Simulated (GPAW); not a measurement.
```
CELL_PARAMETERS angstrom
      7.11492    -2.04553     0.00000
      7.11492     2.04553     0.00000
     -2.39235     0.00000     8.10311
ATOMIC_POSITIONS crystal
  Sr 0.38658 0.38658 0.23282
  Sr 0.67302 0.67302 0.33284
  Sr 0.04629 0.04629 0.63542
  Mg 0.99421 0.99421 0.00136
  Mg 0.33496 0.33496 0.70848
  Mg 0.73160 0.73160 0.92241
```

Method: PBEsol, GPAW PAW datasets PBEsol (made by gpaw-setup) (plane waves; GPAW 25.7.0).

The set-up and first iterations of a GPAW log for SrMg (Cm, 6 atoms in the cell):

```
Input parameters:
  convergence: {density: 1e-05}
  kpts: [5 5 3]
  maxiter: 120
  mode: {ecut: 510.0,
         name: pw}
  nbands: -14
  occupations: {name: methfessel-paxton,
                order: 1,
                width: 0.136}
  symmetry: {symmorphic: False,
             tolerance: 0.0005}
  xc: PBEsol

species:
  Sr:
    name: Strontium
    Z: 38.0
    valence: 10
    core: 28
    charge: 0.0
    file: Sr.PBEsol.gz

    # Using partial waves for Sr as LCAO basis

  Mg:
    name: Magnesium
    Z: 12.0
    valence: 10
    core: 2
    charge: 0.0
    file: Mg.PBEsol.gz

    # Using partial waves for Mg as LCAO basis

Reference energy: -275646.812929  # eV

Spin-paired calculation

Convergence criteria:
 Maximum [total energy] change in last 3 cyles: 0.0005 eV / valence electron
 Maximum integral of absolute [dens]ity change: 1e-05 electrons / valence electron
 Maximum integral of absolute [eigenst]ate change: 4e-08 eV^2 / valence electron
   [... lines left out ...]
  old densities: 5
  Damping of long wavelength oscillations: 50

Hamiltonian:
  XC and Coulomb potentials evaluated on a 80*80*90 grid
  External potential:
    NoExternalPotential

XC parameters: PBEsol with 2 nearest neighbor stencil

Number of atoms: 6
Number of atomic orbitals: 39
Number of bands in calculation: 44
Number of valence electrons: 60
Bands to converge: occupied

Density initialized from atomic densities
  39 bands from LCAO basis set
  5 bands from random numbers

Atomic positions and initial magnetic moments

Positions:
   0 Sr     4.943983    0.000000    1.886567    ( 0.0000,  0.0000,  0.0000)
   1 Sr     8.780694    0.000000    2.697040    ( 0.0000,  0.0000,  0.0000)
   2 Sr    -0.861445   -0.000000    5.148879    ( 0.0000,  0.0000,  0.0000)
   3 Mg    14.144190   -0.000000    0.011020    ( 0.0000,  0.0000,  0.0000)
   4 Mg     3.071496    0.000000    5.740893    ( 0.0000,  0.0000,  0.0000)
   5 Mg     8.203823    0.000000    7.474392    ( 0.0000,  0.0000,  0.0000)

Unit cell:
           periodic     x           y           z      points  spacing
  1. axis:    yes    7.114917   -2.045529    0.000000    40     0.0980
  2. axis:    yes    7.114917    2.045529    0.000000    40     0.0980
  3. axis:    yes   -2.392346    0.000000    8.103112    45     0.1801

  Lengths:   7.403123   7.403123   8.448890
  Angles:  105.791157 105.791157  32.079743

Effective grid spacing dv^(1/3) = 0.1485
     iter     time        total  log10-change:
                         energy   eigst   dens
iter:   1 --:--:--   -10.503501
iter:   2 --:--:--   -10.686110   -0.66  -1.52
iter:   3 --:--:--   -10.623698   -1.50  -1.56
iter:   4 --:--:--   -10.605220   -1.94  -1.68
iter:   5 --:--:--   -10.590198   -2.76  -1.99
iter:   6 --:--:--   -10.590824c  -3.53  -2.30
iter:   7 --:--:--   -10.583564c  -3.71  -2.36
iter:   8 --:--:--   -10.582240c  -4.41  -2.67
iter:   9 --:--:--   -10.581377c  -4.57  -2.87
iter:  10 --:--:--   -10.581335c  -5.46  -3.21
```

### Question
How does the run end?

### Answer
The run converged in 25 iterations. Convergence of the loop says nothing yet on basis, mesh or lower states. It ends on: free energy E − TS (from the program's reference atoms) -10.5828 eV; Fermi level (on the code's own zero) 3.33 eV; largest force (vector length) 0.103 eV/Å. The log goes on:

```
   [... 2 lines left out ...]
iter:  13 --:--:--   -10.581250c  -6.15  -3.54
iter:  14 --:--:--   -10.581244c  -6.85  -3.80
iter:  15 --:--:--   -10.581240c  -7.02  -3.89
iter:  16 --:--:--   -10.581238c  -7.17  -4.00
iter:  17 --:--:--   -10.581238c  -7.93c -4.27
iter:  18 --:--:--   -10.581239c  -8.19c -4.35
iter:  19 --:--:--   -10.581239c  -8.36c -4.47
iter:  20 --:--:--   -10.581239c  -8.74c -4.58
iter:  21 --:--:--   -10.581239c  -8.66c -4.65
iter:  22 --:--:--   -10.581239c  -8.53c -4.74
iter:  23 --:--:--   -10.581239c  -9.18c -4.91
iter:  24 --:--:--   -10.581239c  -9.48c -5.00
iter:  25 --:--:--   -10.581238c  -8.93c -5.09c
Converged after 25 iterations.

Dipole moment: (-11.314686, -0.000000, 3.559707) |e|*Ang

Energy contributions relative to reference atoms: (reference = -275646.812929)

Kinetic:        -11.448374
Potential:      +18.903274
External:        +0.000000
XC:             -17.367330
Entropy (-ST):   -0.004664
Local:           -0.665698
SIC:             +0.000000
--------------------------
Free energy:    -10.582793
Extrapolated:   -10.581238

Showing only first 2 kpts
 Kpt  Band  Eigenvalues  Occupancy
  0    28      1.93012    2.00000
  0    29      2.55993    2.00000
  0    30      3.23855    1.87089
  0    31      4.00473   -0.00000

  1    28      2.45013    2.00000
  1    29      2.95770    2.00090
  1    30      3.33502    0.87593
  1    31      3.62267   -0.00830

Fermi level: 3.32502

No gap
No difference between direct/indirect transitions
Energy (eV): -10.581238

Forces in eV/Ang:
  0 Sr   -0.04060    0.00000   -0.01889
  1 Sr    0.02723    0.00000    0.04639
  2 Sr   -0.02960    0.00000    0.00624
  3 Mg    0.09054    0.00000    0.04863
  4 Mg    0.01173    0.00000   -0.03338
  5 Mg   -0.05933    0.00000   -0.04898

Stress tensor:
     0.006794     0.000000     0.002697
     0.000000     0.007287     0.000000
     0.002697     0.000000     0.008104
Stress (GPa, Voigt): [1.0885 1.1676 1.2984 0.     0.432  0.    ]
```

For comparison: a first run was changed to give this one (lattice scaled by 1.015; ecut: 850 eV → 510 eV), and from it to this one the free energy goes up by 12.8 meV/atom and the largest force goes from 0.138 to 0.103 eV/Å.

The starting cell comes from a database of computed structures (which also holds hypothetical and non-ambient phases and stackings), without a prior relaxation at this level. For this run, on top of that: lattice scaled by 1.015.

The run was DFT PBEsol, plane waves, GPAW PAW datasets PBEsol (made by gpaw-setup). Main settings of its input:

| key | value |
|---|---|
| mode | pw |
| ecut | 510 eV |
| xc | PBEsol |
| kpts | 5 5 3 |
| mesh shift (steps) | 0 0 0 |
| occupations.name | methfessel-paxton |
| occupations.width | 0.136 eV |
| occupations.order | 1 |
| nbands | -14 |
| convergence.density | 1e-05 e/electron |
| symmetry.symmorphic | false |
| symmetry.tolerance | 0.0005 |
